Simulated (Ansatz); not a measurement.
Structures of equal composition on the (110) surface of bcc Ta: a layer of Fe in place of the second plane; a layer of Fe in place of the third plane. The slabs share one bottom face, and each structure is named by its start. These are constructed structures in small cells; real faces may alloy, dewet or reconstruct in larger ones, and not all known structures of the face are among them. Slabs of about 11 Å with all that they carry, Fermi-Dirac smearing of 0.1 eV. Bottom of the slabs: a bare face, its two planes held. Relaxed from the named starts with such symmetry as they have, on meshes of like density; energies extrapolated to zero smearing; no spin-orbit coupling, no U. Spin-polarised runs, if any, are marked in brackets, and their order is one that fits the cell; the others ran without spin.

Calculation: PBE (plane waves to 420 eV, PAW; Ansatz, a program for electronic structure).

### Question
Order them by energy per 1x1 cell (lowest first) at the level PBE.

### Answer
a layer of Fe in place of the third plane (0.000 eV [spin, 1.2 μB a cell]), a layer of Fe in place of the second plane (0.157 eV [spin, 1.3 μB a cell])
